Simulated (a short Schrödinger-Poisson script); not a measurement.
## MOS inversion layer, Si3N4 on p-type In0.53Ga0.47As

Structure: MOS inversion layer, Si3N4 on p-type In0.53Ga0.47As, at 300 K.

| layer | material | thickness (nm) | Na (cm⁻³) |
|---|---|---|---|
| 1 | Si3N4 | 2.2 | - |
| 2 | In0.53Ga0.47As | 340 | 1.4e18 |

The device is made up for the run: typed textbook-type constants, with dimensions and the other settings drawn at random. Si3N4: permittivity 7.5, conduction-band edge (eV) 2.41, gap (eV) 5.1, electron mass (mₑ) 0.5. In0.53Ga0.47As: permittivity 13.9, conduction-band edge (eV) 0, gap (eV) 0.74, Nv at 300 K (cm⁻³) 7.7e18.

Channel valleys (confinement mass, in-plane density-of-states mass, number): Γ 0.041, 0.041, 1. At the gate the conduction-band edge of layer 1 lies 2.75 eV − eVg above the Fermi level of the channel; the field vanishes at the back. Gaps are held at their typed values at every temperature. Mesh 0.03 nm at interfaces.

From a short Schrödinger-Poisson script (our own, NumPy): 1D Poisson equation in equilibrium, electrons quantum, Hartree (BenDaniel-Duke, 12 states a valley, the channel's in-plane mass for all, wave functions ending at the dielectric), parabolic valleys, classical holes, full ionisation, no traps, pinning or gate leakage.

```
Vg (V)  electrons (cm⁻²)  C (μF/cm²)  Γ E0 (meV)  Γ E1 (meV)
------  ----------------  ----------  ----------  ----------
0.5               2.07e6       0.404       317.3       496.4
0.55              8.40e6       0.392       281.1       466.8
0.6               3.46e7       0.382       244.5       436.3
0.65              1.45e8       0.373       207.4       405.1
0.7               6.18e8       0.365       170.0       373.2
0.75              2.65e9       0.364       132.3       340.8
0.8              1.12e10       0.387        94.7       308.4
0.85             4.40e10       0.481        58.4       277.0
0.9              1.38e11       0.674        26.1       249.2
0.95             3.13e11       0.865        -0.7       226.6
1                5.51e11       0.984       -23.4       207.9
1.05             8.25e11        1.05       -43.8       191.3
1.1              1.12e12        1.08       -63.1       175.8
1.15             1.42e12        1.10       -81.9       160.7
1.2              1.73e12        1.12      -100.4       145.8
1.25             2.04e12        1.13      -118.9       131.0
```

Gate voltages with under 1e6 electrons/cm² are left out.

Subbands count from the Fermi level.
